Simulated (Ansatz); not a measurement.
System: AlBN2 (model structure, started from the BeSiN2 type, I-42d, No. 122, 8 atoms in the cell). Method: PBE in Ansatz (PAW).

Settings: plane-wave cutoff 520 eV, 12×12×12 k mesh, Fermi–Dirac smearing 0.01 eV, scalar-relativistic PAW data made under PBE.

Cell (relaxed at this level):

```xyz
8
Lattice="-2.0525 2.0525 3.8428 2.0525 -2.0525 3.8428 2.0525 2.0525 -3.8428" Properties=species:S:1:pos:R:3 pbc="T T T"
Al     0.0000     0.0000     0.0000
Al     0.0000     2.0525     1.9214
B      0.0000     0.0000     3.8428
B      2.0525     0.0000     1.9214
N      1.2562     1.0262     0.9607
N      1.0262     2.8487    -0.9607
N      0.7962     1.0262     4.8035
N      1.0262    -0.7962     2.8821
```

Task: Give the computed band gap and bulk modulus.

Result: 
- band gap: 2.89 eV (on the SCF k mesh)
- bulk modulus: 259 GPa

Note: the bulk modulus is −V dP/dV from two relaxed cells at ±2 % in volume; the relaxation could raise the start's symmetry but not lower it, so the cell can be a saddle point.

Static lattice: no zero-point or thermal effects.

A model structure was made by putting elements into a prototype or built by hand; it is no filed structure, need not be a known phase, and can be a saddle point held by its symmetry.

Ansatz is a first-principles code.
